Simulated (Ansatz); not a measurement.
**GaN: alloy series**

Take GaN in the zinc blende structure (space group F-43m, No. 216) as the base.

```yaml
crystal:
  lattice:
    - [0.00000, 2.24904, 2.24904]
    - [2.24904, 0.00000, 2.24904]
    - [2.24904, 2.24904, 0.00000]
  atoms:
    - { symbol: N, position: [0.75000, 0.75000, 0.75000] }
    - { symbol: Ga, position: [0.00000, 0.00000, 0.00000] }
```

The other end (x = 1) is AlN in the zinc blende structure (space group F-43m, No. 216): 10.49 Å³/atom, gap 3.19 eV; this end may not be an ambient phase.

Al replaces a fraction x of Ga; each row is one arrangement (x, atoms in the cell, starting space group or random), fully relaxed.

Level of theory: PBEsol/PAW in Ansatz (a quantum-chemistry and plane-wave program), no spin-orbit coupling.

```json
[
 {"case": "base", "mixing energy": "–", "shortest interatomic distance": "1.948 Å", "band gap": "1.70 eV"},
 {"case": "x(Al) = 0.25, 8 atoms, R3m", "mixing energy": "+4 meV/atom", "shortest interatomic distance": "1.889 Å", "band gap": "2.10 eV"},
 {"case": "x(Al) = 0.25, 8 atoms, I-42m", "mixing energy": "0 meV/atom", "shortest interatomic distance": "[?]", "band gap": "[?]"},
 {"case": "x(Al) = 0.25, 8 atoms, Cm", "mixing energy": "+2 meV/atom", "shortest interatomic distance": "1.889 Å", "band gap": "2.20 eV"},
 {"case": "x(Al) = 0.667, 6 atoms, P3m1", "mixing energy": "+4 meV/atom", "shortest interatomic distance": "1.887 Å", "band gap": "2.93 eV"},
 {"case": "x(Al) = 0.75, 8 atoms, P-43m", "mixing energy": "+1 meV/atom", "shortest interatomic distance": "1.895 Å", "band gap": "3.32 eV"}
]
```

Question: Fill in the withheld entries from the trend.

Answer: 
- x(Al) = 0.25, 8 atoms, I-42m, shortest interatomic distance: 1.892 Å
- x(Al) = 0.25, 8 atoms, I-42m, band gap: 2.27 eV

These are small ordered cells, not random alloys; other orderings at the same x differ. Stability against distortions was not tested. This is not the structure that GaN has at room temperature and ambient pressure. This is not the structure that AlN has at room temperature and ambient pressure.
